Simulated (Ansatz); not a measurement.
**Quick settings and what they miss: TePd₃ (I4/mmm, 4 atoms in the cell)**

Self-consistent single point.

```yaml
crystal:
  lattice:
    - [-2.28144, 2.28144, 3.24319]
    - [2.28144, -2.28144, 3.24319]
    - [2.28144, 2.28144, -3.24319]
  atoms:
    - { symbol: Te, position: [0.00000, 0.00000, 0.00000] }
    - { symbol: Pd, position: [0.75000, 0.25000, 0.50000] }
    - { symbol: Pd, position: [0.25000, 0.75000, 0.50000] }
    - { symbol: Pd, position: [0.50000, 0.50000, 0.00000] }
```

Computed with r2SCAN, PAW files made with PBE (plane waves; Ansatz, a program for electronic structure).

Base settings: basis.ecutwfc = 36.7 Ry; kpoints.mp_grid.grid = 10 10 10; hamiltonian.xc = r2scan; hamiltonian.pseudopotentials = {kind: paw} (the program's default PAW files); scf.occupations.method = gaussian; scf.occupations.width = 0.02 Ry.

Tight run (finer mesh or higher cutoff; not a proven limit): basis.ecutwfc: 36.7 Ry → 51.4 Ry; kpoints.mp_grid.grid: 10 10 10 → 14 14 14; scf.convergence.dr2_threshold: default (1e-07 eV) → 1e-09 eV. It gave Fermi level (on the code's own zero) 18.21 eV; pressure -0.28 GPa.

Quick runs, as changes from the base:
- A: the base itself
- B: basis.ecutwfc: 36.7 Ry → 18.4 Ry; kpoints.mp_grid.grid: 10 10 10 → 6 6 6; hamiltonian.xc: r2scan → lda; scf.occupations.method: gaussian → methfessel_paxton; scf.occupations.width: 0.02 Ry → 0.01 Ry; kpoints.mp_grid.shift: default → 0.5 0.5 0.5 [LDA (PW92)]
- C: basis.ecutwfc: 36.7 Ry → 25.7 Ry; kpoints.mp_grid.grid: 10 10 10 → 8 8 8
- D: basis.ecutwfc: 36.7 Ry → 24.6 Ry; kpoints.mp_grid.grid: 10 10 10 → 2 2 2; hamiltonian.xc: r2scan → lda [LDA (PW92)]
- E: basis.ecutwfc: 36.7 Ry → 18.4 Ry; kpoints.mp_grid.grid: 10 10 10 → 8 8 8; scf.occupations.method: gaussian → cold; scf.occupations.width: 0.02 Ry → 0.0367 Ry
- F: basis.ecutwfc: 36.7 Ry → 18.4 Ry; kpoints.mp_grid.grid: 10 10 10 → 2 2 2; scf.occupations.width: 0.02 Ry → 0.0147 Ry; kpoints.mp_grid.shift: default → 0.5 0.5 0.5; scf.convergence.dr2_threshold: default (1e-07 eV) → 0.001 eV

Energies are extrapolated to zero smearing width, which holds to low order in the width alone.

Dashes: energy of B, D, another energy zero; count of B, D, another kind of functional, whose work the count does not hold.

† marks runs with another functional, U, potentials or spin treatment: their distance from the tight run is not a convergence error alone.

The count of work is k-points × plane waves × bands × iterations; it is no time. 

Pressures in the table are Ansatz's without its Pulay estimate, at a fixed set of plane waves; the tight run's value above holds the estimate.

The starting cell comes from a database of computed structures (which also holds hypothetical and non-ambient phases and stackings), without a prior relaxation at this level. Its lattice was rescaled by a random factor within 2.5 % of one. Spin polarisation is off. The cutoff lies below the one recommended for these files.

```csv
run,energy less tight (meV/atom),pressure less tight (GPa),count of work / tight
A,4.3,-0.11,0.21
B†,–,-89.79,–
C,14.5,-0.57,0.069
D†,–,-13.46,–
E,1206.6,-81.51,0.044
F,1243.0,-80.33,0.0015
```

Among the runs at the tight run's level, the energy misses run from 4.3 to 1243.0 meV/atom.

Keys are those of Ansatz 0.2.
